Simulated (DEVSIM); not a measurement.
Device: abrupt GaAs n-p junction, at 300 K.

| layer (left to right) | material | thickness (μm) | Nd (cm⁻³) | Na (cm⁻³) | τn (s) | τp (s) |
|---|---|---|---|---|---|---|
| 1 | GaAs | 0.720 | 3.4e16 | - | 3.9e-8 | 3.9e-8 |
| 2 | GaAs | 41.0 | - | 2.2e17 | 3.9e-8 | 3.9e-8 |

Left contact: ohmic. Right contact: ohmic. Voltage is applied to the left contact. Recombination: SRH at mid-gap. Mobility is constant in doping.

The device is made up for the run: typed textbook-type constants, with dimensions and the other settings drawn at random. Values at 300 K.

| parameter | GaAs |
|---|---|
| gap (eV) | 1.424 |
| affinity (eV) | 4.07 |
| permittivity | 12.9 |
| Nc (cm⁻³) | 4.7e17 |
| Nv (cm⁻³) | 9e18 |
| μn (cm²/Vs) | 8500 |
| μp (cm²/Vs) | 400 |

Model (solved in DEVSIM): 1D drift-diffusion, Boltzmann statistics, complete ionisation; no tunnelling, impact ionisation, image-force lowering or self-heating.

The thickness of layer 2 was swept, all else fixed.

```
thickness of layer 2 (μm)  dark forward voltage at 100 A/cm² (V)  dark forward voltage at 1 A/cm² (V)
-------------------------  -------------------------------------  -----------------------------------
8.2                                                        1.156                                1.030
14                                                         1.163                                1.033
25                                                         1.173                                1.034
41                                                         1.185                                1.035
70                                                         1.203                                1.035
120                                                        1.239                                1.036
200                                                        1.295                                1.036
```

From the first row to the last the dark forward voltage at 100 A/cm² goes from 1.156 to 1.295. From the first row to the last the dark forward voltage at 1 A/cm² goes from 1.030 to 1.036.
